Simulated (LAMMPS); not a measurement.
Molecular dynamics of a melt made from Fe (bcc), 2000 atoms, at 2350 K and 0 GPa, brought to that temperature within a few picoseconds.

Computed with classical MD, pair style meam, file library.meam (library.meam-Fe); code LAMMPS.

```csv
frequency (THz),vibrational (phonon) density of states (1/THz)
0.1305,0.0810
0.6525,0.0815
1.175,0.0807
1.698,0.0827
2.220,0.0849
2.742,0.0859
3.264,0.0865
3.787,0.0879
4.309,0.0892
4.831,0.0924
5.353,0.0961
5.875,0.0991
6.397,0.0999
6.919,0.1002
7.441,0.0990
7.963,0.0962
8.486,0.0885
9.008,0.0757
9.530,0.0635
10.05,0.0497
10.57,0.0386
11.10,0.0302
11.62,0.0241
12.14,0.0191
12.66,0.0151
13.19,0.0122
13.71,0.0102
14.23,0.0083
14.75,0.0069
15.28,0.0059
15.80,0.0050
16.32,0.0042
16.84,0.0037
17.36,0.0031
17.89,0.0028
18.41,0.0024
18.93,0.0021
19.45,0.0019
19.98,0.0017
20.50,0.0015
21.02,0.0013
21.54,0.0012
22.06,0.0011
22.59,0.0010
23.11,0.0009
23.63,0.0008
24.15,0.0007
24.68,0.0006
25.20,0.0006
25.72,0.0005
```

Main features:
- state found: liquid
- mean frequency of the vibrational (phonon) density of states: 6.1 THz

Caution: the potential MEAM library.meam-Fe is a first-neighbour MEAM set with a 4 Å cutoff, used here without a parameter file and away from the static properties it was fitted to.
